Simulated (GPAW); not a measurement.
Convergence study of the plane-wave cutoff for CrW (Cmm2, 2 atoms in the cell)

```yaml
crystal:
  lattice:
    - [1.53661, -2.20218, 0.00000]
    - [1.53661, 2.20218, 0.00000]
    - [0.00000, 0.00000, 4.23919]
  atoms:
    - { symbol: Cr, position: [0.00000, 0.00000, 0.01179] }
    - { symbol: W, position: [0.50000, 0.50000, 0.50000] }
```

Computed with PBEsol, GPAW PAW datasets PBEsol (made by gpaw-setup) (plane waves; GPAW 25.7.0).

Base settings: mode = pw; ecut = 850 eV; xc = PBEsol; kpts = 5 5 3; mesh shift (steps) = 0 0 0; occupations.name = methfessel-paxton; occupations.width = 0.1 eV; occupations.order = 0; nbands = -6; convergence.forces = 0.001 eV/Å.

The second cell is the first with its lattice scaled by 0.98.

The mesh stays at the base's, so the ladder's end is converged at best in this setting alone.

Only quantities that move along the ladder and can be compared are tabulated.

The count of work is k-points × plane waves × bands × iterations; it is no time. 

The starting cell comes from a database of computed structures (which also holds hypothetical and non-ambient phases and stackings), without a prior relaxation at this level. Its lattice was rescaled by up to half a per cent. One atom was moved a little off its site on purpose. Spin polarisation is off. In the base run, with a pressure of about -13 GPa the cell is away from its equilibrium volume at this level. Without a gap this mesh is coarse (it stands for a supercell whose shortest vector is 13 Å).

Steps (ecut): 300 eV; 340 eV; 380 eV; 425 eV; 470 eV; 510 eV; 595 eV; 680 eV; 765 eV; 850 eV; 935 eV; 1020 eV; 1275 eV; 1490 eV; 1700 eV; 2040 eV.

Question: What is the coarsest ecut that holds the pressure within 1 GPa of the last step, with all finer ones?

Answer: 425 eV, at 0.11 of the last step's count of work; the step before is off by 1.7 GPa.

Question: What is the coarsest ecut that holds the free energy within 0.5 meV/atom of the last step, with all finer ones?

Answer: 935 eV, at 0.33 of the last step's count of work; the step before is off by 0.96 meV/atom.

Question: What is the coarsest ecut that holds the energy of the compressed cell less the first within 1 meV/atom of the last step, with all finer ones?

Answer: 425 eV, at 0.11 of the last step's count of work; the step before is off by 1.6 meV/atom.

```tsv
ecut	free energy less the last step's (meV/atom)	energy of the compressed cell less the first (meV/atom)	pressure (GPa)	count of work / last
300 eV	111.51	-26.08	-14.53	0.060
340 eV	79.02	-24.78	-14.66	0.076
380 eV	46.58	-22.35	-14.21	0.078
425 eV	25.70	-23.49	-13.33	0.11
470 eV	18.34	-23.89	-12.73	0.12
510 eV	16.82	-23.96	-12.56	0.13
595 eV	14.22	-23.84	-12.74	0.16
680 eV	8.34	-24.03	-12.86	0.19
765 eV	3.44	-23.94	-12.71	0.22
850 eV	0.96	-23.93	-12.58	0.30
935 eV	0.21	-23.96	-12.52	0.33
1020 eV	0.04	-23.96	-12.49	0.40
1275 eV	0.00	-23.96	-12.48	0.53
1490 eV	0.00	-23.96	-12.46	0.65
1700 eV	0.00	-23.96	-12.48	0.79
2040 eV	0.00	-23.96	-12.48	1.0
```

The energy difference between the two cells stays within 1 meV/atom of the last step's from 425 eV on, the total only from 850 eV on: much of the error is common to both cells and cancels.

At the lowest cutoff the pressure lies 2.1 GPa under the last step's, the usual sign of Pulay stress in an incomplete plane-wave basis.

Left out of this page: 1 run of the series outside the window shown, repeating another row's setting, or not comparable.
